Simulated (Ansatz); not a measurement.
**What uniaxial strain ε_yy = −0.41 % does to Pt**

The reference is Pt in the fcc (Cu type) structure (space group Fm-3m, No. 225; a = 3.942 Å; relaxed with 0.1 eV smearing). Axes: x, y, z lie along the cube axes.

It is then changed as follows: uniaxial strain ε_yy = −0.41 %, all other strain components held at zero; the atoms relax in the strained cell.

Level of theory: r2SCAN, PAW, 500 eV (Ansatz, a program for electronic structure; without spin-orbit coupling), earlier PAW set. k-mesh 29×29×29 (Γ-centred); smearing 0.1 eV (Fermi–Dirac).

| quantity | base | changed | shift |
|---|---|---|---|
| volume per atom | 15.31 Å³ | 15.25 Å³ | -0.06 Å³ |
| space group | Fm-3m (No. 225) | I4/mmm (No. 139) | – |
| energy relative to the base (free energy F) | 0 meV/atom | +0.3 meV/atom | +0.3 meV/atom |
| pressure (mean of the normal stresses, compression positive) | 0.0 GPa | 1.1 GPa | +1.1 GPa |
| band gap | zero | zero | – |
| stress (xx, yy, zz, yz, xz, xy; compression positive) | – | (1.0, 1.4, 1.0, 0.0, 0.0, 0.0) GPa | – |

Final structure:

```
CELL_PARAMETERS angstrom
      0.00000     1.96268     1.97076
      1.97076     0.00000     1.97076
      1.97076     1.96268     0.00000
ATOMIC_POSITIONS crystal
  Pt 0.00000 0.00000 0.00000
```

Cost of the whole job for the changed cell (relaxation, final SCF and bands): very roughly 110 core-seconds.

Stability against distortions was not tested. The final runs are not spin-polarised.
